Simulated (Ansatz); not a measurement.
Electronic density of states of amorphous Ru₁₆Ga₁₆Si₁₆, density 7.14 g/cm³, on a 2×2×2 Γ-centred mesh with a Gaussian width of 0.1 eV; energies count from the Fermi level. Cell and mesh are small, so fine structure isn't converged. All values below come from PBE, scalar-relativistic without spin-orbit coupling (plane waves to 420 eV, PAW; Ansatz, a program for electronic structure). Sampling: a 2×2×2 Γ-centred mesh; Fermi-Dirac width 0.1 eV; no spin polarisation.

Preparation: random packing, a CHGNet melt and quench, and a DFT relaxation. The hot cell started wider than the set density and was brought back towards it in steps. It is the lowest in DFT energy of 3 quenches. It is a model cell: composition and starting density were chosen by hand, and all elements were melted together. No dispersion term was used. Its density started from a set value of 6.88 and ended at 7.14 g/cm³. The quench (nominally 240 K/ps over its main leg) was far faster than any real one, so the model tends to hold more defects than a real film. Values belong to this one cell and scatter from quench to quench. Volume and shape were free in the relaxation. On a 2×2×2 Γ-centred mesh force components of up to 0.29 eV/Å stay, since the relaxation ran on one k-point at (1/4, 1/4, 1/4).

```
E - EF (eV)  states/(eV atom)
-----------  ----------------
-12.00                   0.02
-11.90                   0.02
-11.80                   0.02
-11.70                   0.05
-11.60                   0.07
-11.50                   0.08
-11.40                   0.12
-11.30                   0.15
-11.20                   0.11
-11.10                   0.09
-11.00                   0.11
-10.90                   0.08
-10.80                   0.10
-10.70                   0.15
-10.60                   0.15
-10.50                   0.11
-10.40                   0.11
-10.30                   0.16
-10.20                   0.17
-10.10                   0.19
-10.00                   0.19
-9.90                    0.14
-9.80                    0.16
-9.70                    0.23
-9.60                    0.16
-9.50                    0.12
-9.40                    0.20
-9.30                    0.18
-9.20                    0.15
-9.10                    0.24
-9.00                    0.20
-8.90                    0.17
-8.80                    0.21
-8.70                    0.19
-8.60                    0.20
-8.50                    0.22
-8.40                    0.24
-8.30                    0.29
-8.20                    0.28
-8.10                    0.24
-8.00                    0.23
-7.90                    0.29
-7.80                    0.24
-7.70                    0.20
-7.60                    0.27
-7.50                    0.24
-7.40                    0.27
-7.30                    0.28
-7.20                    0.29
-7.10                    0.27
-7.00                    0.28
-6.90                    0.30
-6.80                    0.23
-6.70                    0.27
-6.60                    0.28
-6.50                    0.23
-6.40                    0.24
-6.30                    0.31
-6.20                    0.38
-6.10                    0.30
-6.00                    0.27
-5.90                    0.30
-5.80                    0.34
-5.70                    0.26
-5.60                    0.22
-5.50                    0.22
-5.40                    0.31
-5.30                    0.34
-5.20                    0.36
-5.10                    0.38
-5.00                    0.37
-4.90                    0.40
-4.80                    0.47
-4.70                    0.52
-4.60                    0.53
-4.50                    0.50
-4.40                    0.50
-4.30                    0.52
-4.20                    0.60
-4.10                    0.67
-4.00                    0.73
-3.90                    0.76
-3.80                    0.73
-3.70                    0.73
-3.60                    0.76
-3.50                    0.76
-3.40                    0.75
-3.30                    0.82
-3.20                    0.88
-3.10                    0.85
-3.00                    0.88
-2.90                    0.85
-2.80                    0.82
-2.70                    0.90
-2.60                    0.91
-2.50                    0.92
-2.40                    0.91
-2.30                    0.84
-2.20                    0.85
-2.10                    0.90
-2.00                    0.96
-1.90                    0.98
-1.80                    0.96
-1.70                    0.92
-1.60                    0.86
-1.50                    0.85
-1.40                    0.87
-1.30                    0.87
-1.20                    0.84
-1.10                    0.71
-1.00                    0.65
-0.90                    0.62
-0.80                    0.58
-0.70                    0.57
-0.60                    0.56
-0.50                    0.48
-0.40                    0.40
-0.30                    0.33
-0.20                    0.36
-0.10                    0.38
0.00                     0.35
0.10                     0.33
0.20                     0.30
0.30                     0.34
0.40                     0.35
0.50                     0.35
0.60                     0.43
0.70                     0.42
0.80                     0.36
0.90                     0.39
1.00                     0.42
1.10                     0.40
1.20                     0.44
1.30                     0.43
1.40                     0.53
1.50                     0.55
1.60                     0.44
1.70                     0.48
1.80                     0.54
1.90                     0.49
2.00                     0.44
2.10                     0.46
2.20                     0.47
2.30                     0.49
2.40                     0.50
2.50                     0.44
2.60                     0.48
2.70                     0.51
2.80                     0.44
2.90                     0.43
3.00                     0.53
3.10                     0.47
3.20                     0.44
3.30                     0.41
3.40                     0.39
3.50                     0.46
3.60                     0.49
3.70                     0.44
```
